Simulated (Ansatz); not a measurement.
Input and output of a self-consistent single point for Pt3Ti (Pm-3m, 4 atoms in the cell) (Ansatz, a program for electronic structure).

Method: PBE (plane waves, PAW; Ansatz).

The change in words: lattice scaled by 0.98. Reference geometry:
```yaml
crystal:
  lattice:
    - [3.92000, 0.00000, 0.00000]
    - [0.00000, 3.92000, 0.00000]
    - [0.00000, 0.00000, 3.92000]
  atoms:
    - { symbol: Ti, position: [0.00000, 0.00000, 0.00000] }
    - { symbol: Pt, position: [0.00000, 0.50000, 0.50000] }
    - { symbol: Pt, position: [0.50000, 0.00000, 0.50000] }
    - { symbol: Pt, position: [0.50000, 0.50000, 0.00000] }
```

Reference input (self-consistent single point, DFT, PBE, plane waves, default PAW files): basis.ecutwfc = 30.9 Ry; kpoints.mp_grid.grid = 6 6 6; hamiltonian.xc = pbe; hamiltonian.pseudopotentials = {kind: paw} (the program's default PAW files); scf.occupations.method = fermi_dirac; scf.occupations.width = 0.0073 Ry. This run's input differs from it in these lines:

```diff
@@ -3,5 +3,5 @@
   lattice:
-    - [3.92000000, 0.00000000, 0.00000000]
-    - [0.00000000, 3.92000000, 0.00000000]
-    - [0.00000000, 0.00000000, 3.92000000]
+    - [3.84160000, 0.00000000, 0.00000000]
+    - [0.00000000, 3.84160000, 0.00000000]
+    - [0.00000000, 0.00000000, 3.84160000]
   atoms:
```

Output (repeated stretches shortened):

```
SCF iter   1: F=—  HF=-40071.848686 eV  |F-HF|=—  |Δ(HF+E_count)|=         —  Δρ=1.49e-2  dr2=2.01e-1  ethr=1.77e-3  ⟨swp⟩=5.0  Hψ=2600  notcnv=0
all-band conjugate gradients solve this SCF's bands
preconditioner: auto → Kerker (q_TF=auto, 2.798 Å⁻¹)
SCF iter   2: F=—  HF=-40071.838752 eV  |F-HF|=—  |Δ(HF+E_count)|=   9.93e-3  Δρ=7.98e-3  dr2=6.24e-2  ethr=3.04e-4  ⟨swp⟩=1.9  Hψ=998  notcnv=0
SCF iter   3: F=—  HF=-40071.833540 eV  |F-HF|=—  |Δ(HF+E_count)|=   5.21e-3  Δρ=7.53e-4  dr2=2.58e-4  ethr=9.45e-5  ⟨swp⟩=1.4  Hψ=816  notcnv=0
SCF iter   4: F=—  HF=-40071.833562 eV  |F-HF|=—  |Δ(HF+E_count)|=   2.22e-5  Δρ=1.57e-4  dr2=2.22e-5  ethr=3.92e-7  ⟨swp⟩=2.0  Hψ=1194  notcnv=0
SCF iter   5: F=—  HF=-40071.833522 eV  |F-HF|=—  |Δ(HF+E_count)|=   3.99e-5  Δρ=3.03e-5  dr2=4.06e-7  ethr=3.37e-8  ⟨swp⟩=1.1  Hψ=804  notcnv=0
SCF iter   6: F=-40071.833522 eV  HF=-40071.833522 eV  |F-HF|=6.21e-8  |Δ(HF+E_count)|=   1.94e-8  Δρ=8.68e-6  dr2=8.48e-8  ethr=1.52e-10  ⟨swp⟩=5.2  Hψ=2950  notcnv=0
SCF 1 converged in 6 iterations: F = -40071.833522 eV  dr2 = 8.48e-8
Free energy (F): -40071.833522 eV
Internal energy: -40071.774085 eV  (E = F + TS)
E sigma→0 (E₀):  -40071.803804 eV
Entropy (-TS):   -0.059437 eV (-14.859 meV/atom)
Fermi energy:    23.838201 eV
--- Forces (eV/Å), atoms counted from 1 ---
  atom   1  Ti     0.00000000    -0.00000000     0.00000000
   [... zero for the other atoms too ...]
--- Stress (GPa, compression-positive) ---
       23.642508       0.000000       0.000000
       -0.000000      23.642508       0.000000
        0.000000       0.000000      23.642508
  P = ⅓ Tr σ = 23.6425 GPa (236.425 kbar)
  The stress holds the Pulay correction. Without it, at fixed plane waves, as pw.x and ABINIT print it: P = 23.5642 GPa
```

The run converged in 6 iterations. Against the reference run the free energy rises by 76.9 meV/atom and the pressure goes from 5.25 to 23.64 GPa.

The starting cell has typed, rounded lattice constants, without a prior relaxation at this level. For this run, on top of that: lattice scaled by 0.98. Spin polarisation is off. With a pressure of about 24 GPa the cell is away from its equilibrium volume at this level. Ansatz's pressure includes its estimate of the finite-basis (Pulay) stress.

Keys are those of Ansatz 0.2.
